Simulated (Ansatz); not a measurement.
Take BaAg$_{2}$GeS$_{4}$ (space group I-42m, No. 121; a = 6.726 Å, c = 8.050 Å) as the base. Axes: x, y, z lie along a, b, c of the conventional cell.

The values are results of PBEsol (Ansatz, an electronic-structure program), without spin-orbit coupling, not measurements.

For the base:

| Property | Value |
|---|---|
| Electron mass | 0.26 mₑ along c, 0.18 mₑ across (at Γ) |

Perturbation: the cell is compressed by 0.75 % along x with no lateral relaxation, atoms relaxed at fixed cell.

**Question.** Predict the new energy relative to the base.

**Answer.** The energy grows by 0.4 meV/atom.

**Question.** Predict the new electron mass.

**Answer.** The electron mass changes from 0.26 mₑ along c, 0.18 mₑ across (at Γ) to 0.27 mₑ along z, 0.18 mₑ across (at Γ).

**Question.** Predict the new stress.

**Answer.** The stress (xx, yy, zz, yz, xz, xy; compression positive) comes out as (0.74, 0.49, 0.32, 0.00, 0.00, 0.00) GPa.

The levels and masses belong to the bands next to the band gap. The cells carry an imposed strain or load. Masses are band curvatures over ±0.01 Å⁻¹ around the edge. Stability against distortions was not tested.
